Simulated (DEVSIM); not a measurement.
Structure: W/AlN/p-GaAs capacitor, at 400 K.

| layer (left to right) | material | thickness (nm) | Na (cm⁻³) |
|---|---|---|---|
| 1 | AlN | 9.40 | - |
| 2 | GaAs | 410 | 2.5e18 |

Metal gate on the left, work function 4.6 eV. Fixed charge at the semiconductor interface -3.9e10 cm⁻² (in units of +e); no interface traps.

The device is made up for the run: typed textbook-type constants, with dimensions and the other settings drawn at random. Values at 300 K; Nc and Nv go as T^1.5, mobilities as T to minus their exponent, the gap by Varshni's rule with the affinity fixed.

```
parameter         AlN      GaAs
----------------  ---  --------
gap (eV)          6.1     1.424
affinity (eV)     1.9      4.07
permittivity      8.5      12.9
Nc (cm⁻³)           -    4.7e17
Nv (cm⁻³)           -      9e18
Varshni α (eV/K)    -  0.000541
Varshni β (K)       -       204
```

Simulated with DEVSIM: 1D Poisson equation in equilibrium, Boltzmann statistics, complete ionisation; no quantum confinement or tunnelling. Metal contacts follow the ideal Schottky-Mott rule: no Fermi-level pinning, no interface dipoles.

The AlN thickness was swept, all else fixed.

```csv
AlN thickness (μm),capacitance of the dielectric stack (μF/cm²),minimum of the low-frequency capacitance (μF/cm²)
0.0038,1.98,0.368
0.0052,1.45,0.345
0.0066,1.14,0.325
0.008,0.941,0.306
0.0094,0.801,0.290
0.011,0.684,0.271
```

From the first row to the last the capacitance of the dielectric stack goes from 1.98 to 0.684. From the first row to the last the minimum of the low-frequency capacitance goes from 0.368 to 0.271.
